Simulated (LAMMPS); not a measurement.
MD of Cu (fcc) at zero pressure, 4000 atoms, as a crystal; each row is its own run.

Computed with classical MD, pair style eam/alloy, file CuNi.eam.alloy, run in LAMMPS.

```
T (K)  enthalpy (eV/atom)
-----  ------------------
200               -3.4879
300               -3.4616
610               -3.3771
810               -3.3204
1020              -3.2588
1430              -3.1262
```

Question: Fit a straight line, y = a + b x, to these rows (x is the first column, y the second) and predict the run at x = 1220.

Answer: Least squares gives a = -3.5515 and b = 0.0002922. At x = 1220 the fit predicts -3.1950 eV/atom. The run itself gave -3.1963 ± 0.0002 eV/atom, so the fit is 1.3 meV/atom high.

Caution (row 1430): this crystal lies over the melting point of about 1290 K that EAM-type CuNi.eam.alloy gives, so it is superheated.
